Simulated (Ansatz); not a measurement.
## SrTiO3: response to strain

Take SrTiO3 in the cubic perovskite structure (space group Pm-3m, No. 221; a = 3.854 Å) as the base. Axes: x, y, z lie along the cube axes.

Strains are applied to the cell and any free atomic positions relax; under biaxial strain the out-of-plane vector relaxes too.

All numbers come from Kohn–Sham DFT with the LDA functional, run in Ansatz (an electronic-structure program) with PAW and 420 eV plane waves, without spin-orbit coupling.

Notes on the quantities. pressure: mean of the normal stresses, compression positive.

| change | smallest direct gap | pressure | out-of-plane strain |
|---|---|---|---|
| base | 2.17 eV | 0.00 GPa | – |
| biaxial strain +0.50 %, plane normal [111], relaxed out of plane | … | -1.31 GPa | -0.34 % |
| biaxial strain +1.00 %, plane normal [111], relaxed out of plane | 2.06 eV | … | -0.66 % |
| biaxial strain +1.50 %, plane normal [111], relaxed out of plane | 2.01 eV | -3.83 GPa | -0.98 % |
| biaxial strain +2.00 %, plane normal [111], relaxed out of plane | 1.96 eV | -5.03 GPa | -1.29 % |
| biaxial strain +2.50 %, plane normal [111], relaxed out of plane | 1.90 eV | -6.19 GPa | … |

Task: Complete the table.

Result: 
- biaxial strain +0.50 %, plane normal [111], relaxed out of plane, smallest direct gap: 2.12 eV
- biaxial strain +1.00 %, plane normal [111], relaxed out of plane, pressure: -2.59 GPa
- biaxial strain +2.50 %, plane normal [111], relaxed out of plane, out-of-plane strain: -1.59 %

No phonon test of stability was made. All final runs are without spin polarisation. Many cubic perovskites are stable only at high temperature; tilts and polar distortions were not tested.
